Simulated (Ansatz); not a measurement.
ZrO2: pressure series

The reference is ZrO$_{2}$ in the fluorite structure (space group Fm-3m, No. 225; a = 5.1159 Å).

Cell and atoms are relaxed at each pressure.

Calculations: PBE (Ansatz, an electronic-structure program, PAW, no spin-orbit coupling).

Notes on the quantities. enthalpy: H = E + PV relative to the base's energy.

```csv
change,lattice parameter a,band gap,enthalpy
base,5.116 Å,3.32 eV,–
pressure −2 GPa,5.131 Å,3.29 eV,-0.14 eV/atom
pressure −1 GPa,5.123 Å,3.31 eV,-0.07 eV/atom
pressure 0.3 GPa,5.114 Å,3.32 eV,+0.02 eV/atom
pressure 0.7 GPa,5.111 Å,3.33 eV,+0.05 eV/atom
pressure 1.5 GPa,5.105 Å,3.33 eV,+0.10 eV/atom
pressure 3 GPa,5.095 Å,3.35 eV,+0.21 eV/atom
pressure 5 GPa,5.081 Å,3.37 eV,+0.34 eV/atom
pressure 7.5 GPa,5.065 Å,3.40 eV,+0.51 eV/atom
pressure 10 GPa,5.050 Å,3.43 eV,+0.68 eV/atom
```

Load acts through the strain it causes; cell and atoms are relaxed under it. Whether these cells are dynamically stable was not tested. Competing high-pressure phases were not computed. This is not the structure that ZrO2 has at room temperature and ambient pressure.
